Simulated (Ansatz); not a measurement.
Functionals compared on a constructed model of the (100) surface of fcc Ag, a pseudomorphic layer of Al in the host's stacking (bottom of the slab: a bare face, its two planes held), in Ansatz (plane waves, PAW). The structure was relaxed with PBE; the other rows are single points on it. Cutoff 420 eV (500 eV for r2SCAN).

Slab: 7 atoms, 12.2 Å thick at the start; k 13x13x1, smearing 0.1 eV, dipole-corrected; 2 atoms held, the rest relaxed; start symmetry kept, larger cells not searched; no spin, no spin-orbit, no U. It is one candidate, not shown to be the stable structure of the face. These notes are the PBE run's.

```tsv
functional	work function of the top face (eV)	rough cost of the single point
PBE	4.50	–
RPBE	4.43	roughly 13 core-seconds
r2SCAN	4.58	about 27 core-seconds (a rough figure)
```

Ansatz is a program for electronic structure.
